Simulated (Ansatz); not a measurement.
The starting structures come from a database of crystals and need not be the phases stable at ambient conditions.

Tunnelling through a barrier is set by its complex band structure: the current falls as exp(−2κd) with the smallest κ.

Here is the system:

```xyz
12
Lattice="5.3973 0.0000 0.0000 0.0000 9.3457 0.0000 0.9086 4.6729 2.5446" Properties=species:S:1:pos:R:3 pbc="T T T"
Mg     2.6986     1.5245     0.0000
Mg     2.6986     7.8213     0.0000
Mg     2.6986     4.6729     0.0000
Mg     0.0000     0.0000     0.0000
Nb     0.0000     6.2443     0.0000
Nb     0.9086     7.7743     2.5446
N      4.5867     7.7271     1.2803
N      1.7192     6.2915     1.2643
N      1.7192     3.0543     1.2643
N      4.5867    10.9643     1.2803
N      4.5267     4.6729     1.1898
N      1.7792     9.3457     1.3548
```

Space group of this cell: C2/m. The cell is taken as given; by PBEsol its mean pressure is -7.9 GPa.

Transport runs along the normal of the first two printed cell vectors.

No gap correction and no spin-orbit coupling; mid-gap values are interpolated between computed energies.

### Question
Estimate the band gap and the smallest decay constant κ at mid-gap that PBEsol (Ansatz, a program for electronic structure) returns for this system.

### Answer
Gap 0.75 eV on a 6×12×12 mesh; κ = 0.147 1/Å, at the zone centre.
